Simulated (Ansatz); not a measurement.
BN under a change: B → Ga

The reference is BN in the zinc blende structure (space group F-43m, No. 216; a = 3.6097 Å).

One thing is altered: full substitution B → Ga, then cell and atoms are relaxed.

Level of theory: plane-wave PAW DFT at the r2SCAN level (Ansatz, an electronic-structure program, 500 eV), spin-orbit coupling left out. Γ-centred 13×13×13 mesh, Fermi–Dirac width 0.05 eV, for the changed cell.

```csv
quantity,base,changed,shift
volume per atom,5.88 Å³,11.38 Å³,+5.50 Å³
density,3.50 g/cm³,6.11 g/cm³,+2.61 g/cm³
space group,F-43m (No. 216),F-43m (No. 216),–
shortest interatomic distance,1.563 Å,1.948 Å,+0.385 Å
band gap,5.00 eV,2.17 eV,-2.83 eV
gap character,"indirect, Γ → X",direct at Γ,–
width of the top valence band,6.70 eV,3.72 eV,-2.98 eV
electron mass,"0.87 mₑ along k, 0.29 mₑ across (at X)",0.17 mₑ (at Γ),–
```

Effective masses come from finite differences of ±0.01 Å⁻¹. Along k means along the line from Γ to the band edge. Whether these cells are dynamically stable was not tested. This is not the structure that GaN has at room temperature and ambient pressure.
